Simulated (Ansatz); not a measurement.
Given:

```xyz
2
Lattice="4.2394 0.0000 0.0000 0.0000 5.9954 0.0000 2.1197 2.9977 2.1821" Properties=species:S:1:pos:R:3 pbc="T T T"
Se     2.1197     1.5182     0.0000
Cd     0.0000    -0.0193     0.0000
```

No spin polarisation.

A single point on CdSe with a change (biaxial strain −1.42 %, plane normal [110], relaxed out of plane), its geometry relaxed with PBEsol.

Method: r2SCAN (Ansatz, an electronic-structure program; PAW; 500 eV plane waves; without spin-orbit coupling). Γ-centred 9×9×9 mesh, Fermi–Dirac width 0.05 eV.

Task: Predict the electron mass and gap character.

Result: 
```json
{
 "electron_mass": "0.097 mₑ (at Γ)",
 "gap_character": "direct at Γ"
}
```

Single points use the geometry relaxed with PBEsol. Effective masses come from finite differences of ±0.01 Å⁻¹. Whether these cells are dynamically stable was not tested. The cell was made from CdSe in the zinc blende structure (space group F-43m, No. 216) by this change: biaxial strain −1.42 %, plane normal [110], relaxed out of plane.
